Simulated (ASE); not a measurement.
AlN (zinc blende; a metastable form), cell Al32N32, with the crystal as the starting point [in the run: it stayed crystalline; mean temperature 2096 K (target 2100 K)]; MD at a mean temperature of 2096 K and a mean pressure of 0.1 GPa, 1.5 ps sampled (in preparation the cell's shape was held).

Give the coordination of N (bonds up to Al-N 2.78 Å); N-Al-N angle; first peak of g(Al-Al) at the level the machine-learned potential CHGNet 0.3.0 (ASE).


| Property | Value |
|---|---|
| coordination of N (bonds up to Al-N 2.78 Å) | 4.00 (4-fold 100 %) |
| N-Al-N angle | mean 109°, spread 9°, most frequent near 110° |
| first peak of g(Al-Al) | 3.15 Å, height 4.4 |
